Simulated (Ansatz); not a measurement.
# Tl in the hcp (Mg type) structure (space group P6_3/mmc, No. 194)

```
Tl
1.0
    3.52070     0.00000     0.00000
   -1.76035     3.04902     0.00000
    0.00000     0.00000     5.60254
Tl
2
Direct
  0.33333   0.66667   0.75000
  0.66667   0.33333   0.25000
```

Method: r2SCAN (Ansatz, a quantum-chemistry and plane-wave program, PAW, spin-orbit coupling left out), earlier PAW set. Settings: 15×15×9 k-points, 0.05 eV Fermi–Dirac smearing.

| Property | Result |
|---|---|
| Volume per atom | 30.07 Å³ |
| Density | 11.29 g/cm³ |
| Band gap | zero |
| Total energy | -11460.432 eV/atom (σ→0; compares only within this code and set-up) |

No phonon test of stability was made.
